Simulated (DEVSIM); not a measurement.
System: abrupt Si p-n junction, at 300 K.

```
layer (left to right)  material  thickness (μm)  Nd (cm⁻³)  Na (cm⁻³)  τn (s)  τp (s)
---------------------  --------  --------------  ---------  ---------  ------  ------
1                            Si            5.70          -     7.8e18  6.1e-5  6.1e-5
2                            Si           0.980       1e16          -  6.1e-5  6.1e-5
```

Left contact: ohmic. Right contact: ohmic. Voltage is applied to the left contact. Recombination: SRH at mid-gap, radiative. Mobility is μmin + (μ − μmin)/(1 + (N/Nref)^α).

The device is made up for the run: typed textbook-type constants, with dimensions and the other settings drawn at random. Values at 300 K.

| parameter | Si |
|---|---|
| gap (eV) | 1.124 |
| affinity (eV) | 4.05 |
| permittivity | 11.7 |
| Nc (cm⁻³) | 2.86e19 |
| Nv (cm⁻³) | 3.1e19 |
| μn (cm²/Vs) | 1417 |
| μp (cm²/Vs) | 470 |
| μn,min | 52 |
| μp,min | 45 |
| Nref,n | 9.7e16 |
| Nref,p | 2.2e17 |
| αn | 0.68 |
| αp | 0.72 |
| B (cm³/s) | 4.7e-15 |

Simulated with DEVSIM: 1D drift-diffusion, Boltzmann statistics, complete ionisation; no tunnelling, impact ionisation, image-force lowering or self-heating.

The thickness of layer 2 was swept, all else fixed.

```
thickness of layer 2 (μm)  dark forward voltage at 1 A/cm² (V)  dark forward voltage at 100 A/cm² (V)
-------------------------  -----------------------------------  -------------------------------------
0.2                                                        ___                                    ___
0.34                                                     0.530                                  0.662
0.59                                                     0.555                                  0.683
0.98                                                     0.572                                  0.699
1.7                                                      0.588                                  0.719
2.9                                                      0.603                                  0.737
4.9                                                      0.617                                  0.756
```

**Question.** Some entries are withheld; supply them.

**Answer.** 
- 0.2, dark forward voltage at 1 A/cm² (V): 0.493
- 0.2, dark forward voltage at 100 A/cm² (V): 0.634
